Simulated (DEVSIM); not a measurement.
Structure: abrupt Si n-p junction, at 300 K.

Layer 1 from the left is Si, thickness (μm) 0.110, Nd (cm⁻³) 1e18, τn (s) 8e-5, τp (s) 8e-5. Layer 2 from the left is Si, thickness (μm) 21.0, Na (cm⁻³) 5.6e17, τn (s) 8e-5, τp (s) 8e-5.

Left contact: ohmic. Right contact: ohmic. Voltage is applied to the left contact. Recombination: SRH at mid-gap. Mobility is μmin + (μ − μmin)/(1 + (N/Nref)^α).

Constants are typed, rounded textbook-type inputs, not results; the design itself was drawn at random and stands for no fabricated device. Values at 300 K.

Si: gap (eV) 1.124, affinity (eV) 4.05, permittivity 11.7, Nc (cm⁻³) 2.86e19, Nv (cm⁻³) 3.1e19, μn (cm²/Vs) 1417, μp (cm²/Vs) 470, μn,min 52, μp,min 45, Nref,n 9.7e16, Nref,p 2.2e17, αn 0.68, αp 0.72.

Problem. Estimate by hand the built-in potential, the peak field at zero bias, and compare with a numerical solution.

Solution. 
- Built-in potential: ni = √(Nc Nv) exp(−Eg/2kT) = 1.08e10 cm⁻³ with Eg = 1.124 eV; Vbi = kT/q ln(Na Nd/ni²) = 0.934 V; numerical 0.934 V.
- Peak field at zero bias: depletion approximation: W = √(2εVbi/(qN)) = 0.0580 μm with N = 3.59e17 cm⁻³; field = 2Vbi/W = 322000 V/cm; numerical 313000 V/cm (estimate above by 2.9 %).

DEVSIM, 1D drift-diffusion, Boltzmann statistics, complete ionisation; no tunnelling, impact ionisation, image-force lowering or self-heating.
